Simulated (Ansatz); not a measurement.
# What strain tensor (xx, yy, zz, yz, xz, xy) = (+0.71, −0.99, +0.16, −0.19, +1.07, −0.16) % does to Zr

Base system: Zr in the hcp (Mg type) structure (space group P6_3/mmc, No. 194; a = 3.244 Å, c = 5.158 Å; relaxed with 0.1 eV smearing). Axes: x lies along a and z along c of the hexagonal cell.

The change: the symmetric strain tensor [0.0071 -0.0015 0.0107; -0.0015 -0.0099 -0.0019; 0.0107 -0.0019 0.0016], atoms relaxed at fixed cell.

Computed with r2SCAN, PAW, 500 eV (Ansatz, a quantum-chemistry and plane-wave program; scalar-relativistic without spin-orbit coupling). k-mesh 20×20×11 (Γ-centred); smearing 0.1 eV (Fermi–Dirac).

| quantity | base | changed | shift |
|---|---|---|---|
| volume per atom | 23.51 Å³ | 23.48 Å³ | -0.03 Å³ |
| space group | P6_3/mmc (No. 194) | P-1 (No. 2) | – |
| energy relative to the base (free energy F) | 0 meV/atom | +1.9 meV/atom | +1.9 meV/atom |
| pressure (mean of the normal stresses, compression positive) | 0.0 GPa | 0.1 GPa | +0.1 GPa |
| band gap | zero | zero | – |
| stress (xx, yy, zz, yz, xz, xy; compression positive) | – | (-0.4, 0.9, -0.1, 0.1, -0.6, 0.1) GPa | – |

Final structure:

```yaml
crystal:
  lattice:
    - [3.26734, -0.00503, 0.03471]
    - [-1.63803, 2.78435, -0.02255]
    - [0.05519, -0.00954, 5.16626]
  atoms:
    - { symbol: Zr, position: [0.33129, 0.66076, 0.74995] }
    - { symbol: Zr, position: [0.66871, 0.33924, 0.25005] }
```

No phonon test of stability was made. The final runs are not spin-polarised.
